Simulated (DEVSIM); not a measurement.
Structure: Ni/SiO2/n-Si capacitor, at 300 K.

| layer (left to right) | material | thickness (nm) | Nd (cm⁻³) |
|---|---|---|---|
| 1 | SiO2 | 7.50 | - |
| 2 | Si | 11000 | 2.5e15 |

Metal gate on the left, work function 5.1 eV. Fixed charge at the semiconductor interface -5.1e11 cm⁻² (in units of +e); no interface traps.

The device is made up for the run: typed textbook-type constants, with dimensions and the other settings drawn at random. Values at 300 K.

```
parameter      SiO2       Si
-------------  ----  -------
gap (eV)          9    1.124
affinity (eV)   0.9     4.05
permittivity    3.9     11.7
Nc (cm⁻³)         -  2.86e19
Nv (cm⁻³)         -   3.1e19
```

Model (solved in DEVSIM): 1D Poisson equation in equilibrium, Boltzmann statistics, complete ionisation; no quantum confinement or tunnelling. Metal contacts follow the ideal Schottky-Mott rule: no Fermi-level pinning, no interface dipoles.

The fixed charge was swept, all else fixed.

```json
[
 {"fixed charge (cm^-2)": "-1.53e12", "minimum of the low-frequency capacitance (μF/cm²)": "0.0202", "flat-band voltage (V)": "1.34", "threshold voltage (band bending 2φF) (V)": "0.65"},
 {"fixed charge (cm^-2)": "-1.02e12", "minimum of the low-frequency capacitance (μF/cm²)": "0.0198", "flat-band voltage (V)": "1.16", "threshold voltage (band bending 2φF) (V)": "0.48"},
 {"fixed charge (cm^-2)": "-5.1e11", "minimum of the low-frequency capacitance (μF/cm²)": "0.0196", "flat-band voltage (V)": "0.99", "threshold voltage (band bending 2φF) (V)": "0.30"},
 {"fixed charge (cm^-2)": "0", "minimum of the low-frequency capacitance (μF/cm²)": "0.0198", "flat-band voltage (V)": "0.81", "threshold voltage (band bending 2φF) (V)": "0.12"},
 {"fixed charge (cm^-2)": "5.1e11", "minimum of the low-frequency capacitance (μF/cm²)": "0.0203", "flat-band voltage (V)": "0.63", "threshold voltage (band bending 2φF) (V)": "-0.06"}
]
```

From the first row to the last the minimum of the low-frequency capacitance goes from 0.0202 to 0.0203. From the first row to the last the flat-band voltage goes from 1.34 to 0.63.
